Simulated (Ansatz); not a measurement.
**MgTe: energy against strain**

MgTe (wurtzite, P6_3mc, 34.493 Å³/atom at rest, c along z) under an equal strain ε in the (0001) plane with the normal axis free, as in a coherent film. PBE in Ansatz, a plane-wave DFT program (PAW, default set), 420 eV, 8×8×5 Γ-centred mesh, Fermi-Dirac smearing 0.05 eV; ions are relaxed within the symmetry of each cell.

Here s stands for strain and y for E less E0.

```csv
strain (%),E less E0 (meV/atom)
-3.00,?
-1.20,1.85
-0.60,0.45
0.00,0.00
0.60,0.48
1.20,1.85
```

Problem. Using a parabola, estimate the missing y at s = -3.00 from the other rows, showing the fit.

Solution. Least squares gives y = 0.002 + 0.0050·s + 1.2837·s². Residuals (row less fit): 0.005, -0.011, -0.002, 0.013, -0.007; standard error 0.014 (degrees of freedom: 2). Twice the quadratic coefficient over the volume, 2 × 1.2837 meV × 10⁴ × 0.1602 / 34.493 Å³, is twice the biaxial elastic modulus of this plane = 119 ± 0.9 GPa. At the withheld row, y = 0.002 + 0.0050 × (-3.0) + 1.2837 × (-3.0)² = 11.540 meV/atom. The calculation gives 11.96 meV/atom, 0.420 meV/atom above the prediction (3.5 % of the range of y in the table). The row lies outside the fitted rows, so this is an extrapolation. From the scatter of the fitted rows alone, a prediction at this place has a standard error of 0.087 meV/atom, so the miss is 4.8 times that.

One order more, fitted to all 11 runs of the series, follows each within 0.01, so the miss is the next term of a smooth law. Rows are the converged runs of the series near zero and its far end; series whose fitted rows scatter by over a few per cent of the range, as at a crossing or softening among them, aren't shown in this form. Most that stay on the fit to the last digits aren't either.
